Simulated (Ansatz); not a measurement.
## Hypothetical zinc blende PbTe, pressure series

Start from PbTe in the zinc blende structure (space group F-43m, No. 216; a = 7.3356 Å; a hypothetical phase, not in the database extracts checked).

Cell and atoms are relaxed at each pressure.

Computed with PBE in Ansatz (plane waves to 420 eV, PAW, scalar-relativistic without spin-orbit coupling), earlier PAW set.

Computed cases, in order: pressure −2 GPa; pressure −1 GPa; 0 GPa (base); pressure 1.8 GPa; pressure 4.2 GPa; pressure 9 GPa; pressure 18 GPa; pressure 30 GPa; pressure 45 GPa; pressure 60 GPa.

Problem. Between which two neighbouring cases does the band gap open or close?

Solution. Between pressure 4.2 GPa (0.31 eV) and pressure 9 GPa (zero). The whole series: pressure −2 GPa: 0.81 eV; pressure −1 GPa: 0.72 eV; 0 GPa (base): 0.64 eV; pressure 1.8 GPa: 0.49 eV; pressure 4.2 GPa: 0.31 eV; pressure 9 GPa: zero; pressure 18 GPa: zero; pressure 30 GPa: zero; pressure 45 GPa: zero; pressure 60 GPa: zero.

The mesh was chosen for an insulator and is coarse for the gapless case. With Pb and Te present, leaving out spin-orbit coupling can change the band edges. Load acts through the strain it causes; cell and atoms are relaxed under it. Whether these cells are dynamically stable was not tested. No other phases were tried under pressure. The final runs are not spin-polarised. A zero or small gap of PbTe under pressure 9 GPa and PbTe under pressure 18 GPa can be the functional's error rather than a property of the material.

Ansatz is a quantum-chemistry and plane-wave program.
